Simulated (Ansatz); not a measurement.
## InP in the wurtzite structure (space group P6_3mc, No. 186; a model cell, its experimental status unchecked)

```
InP
1.0
    4.16904     0.00000     0.00000
   -2.08452     3.61050     0.00000
    0.00000     0.00000     6.84565
In P
2 2
Direct
  0.66667   0.33333   0.99985
  0.33333   0.66667   0.49985
  0.66667   0.33333   0.62535
  0.33333   0.66667   0.12535
```

Computed with r2SCAN, PAW, 500 eV (Ansatz, a program for electronic structure; no spin-orbit coupling). Settings: 9×9×5 k-points, 0.05 eV Fermi–Dirac smearing.

```yaml
volume_per_atom: 25.76 Å³
density: 4.70 g/cm³
band_gap: 1.10 eV, direct at Γ
electron_mass: 0.072 mₑ along c, 0.084 mₑ across
total_energy: -3185.865 eV/atom (σ→0; compares only within this code and set-up)
```

Masses are band curvatures over ±0.01 Å⁻¹ around the edge. Stability against distortions was not tested. This is not the structure that InP has at room temperature and ambient pressure.
